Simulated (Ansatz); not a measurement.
Results of PBEsol in Ansatz (plane waves, PAW) for Mg (Fm-3m, No. 225, 1 atom in the cell; start mp-1056702; another form than the element's usual one).

Numerical settings: plane-wave cutoff 520 eV, 22×22×22 k mesh, Fermi–Dirac smearing 0.05 eV, scalar-relativistic PAW data made under PBE.

Cell (relaxed at this level):

```xyz
1
Lattice="0.0000 2.2467 2.2467 2.2467 0.0000 2.2467 2.2467 2.2467 0.0000" Properties=species:S:1:pos:R:3 pbc="T T T"
Mg     0.0000     0.0000     0.0000
```

Question: Give the computed bulk modulus.

Answer: 
* **bulk modulus**: 36.5 GPa

The run finds no gap.

Note: the bulk modulus is −V dP/dV from two relaxed cells at ±2 % in volume; the relaxation could not lower the start's symmetry, so the cell can be a saddle point above a distorted one.

The result took about 11 core-seconds (a rough figure).

A start named mp-… is a Materials Project structure, which need not be a measured phase.

Ansatz is a first-principles code.
